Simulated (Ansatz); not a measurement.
Results of HSE06 in Ansatz (PAW) for SnS (Fm-3m, No. 225, 2 atoms in the cell; start mp-1876; a measured phase of this formula has another space group).

Settings: plane-wave cutoff 460 eV, 8×8×8 k mesh, Fermi–Dirac smearing 0.01 eV, scalar-relativistic PAW data made under PBE.

Cell (relaxed with PBEsol):

```xyz
2
Lattice="0.0000 2.8719 2.8719 2.8719 0.0000 2.8719 2.8719 2.8719 0.0000" Properties=species:S:1:pos:R:3 pbc="T T T"
Sn     2.8719     2.8719     2.8719
S      0.0000     0.0000     0.0000
```

Q: What does this level give for the band gap and direct gap at Γ?

A: 
- band gap: 0.59 eV (on the SCF k mesh)
- direct gap at Γ: 8.90 eV

Note: cell and atoms aren't relaxed at this level (pressure 2.0 GPa).

Spin–orbit coupling is not included.

Computed values are for the static lattice.

A start named mp-… is a Materials Project structure, which need not be a measured phase.

Ansatz is a quantum-chemistry and plane-wave program.
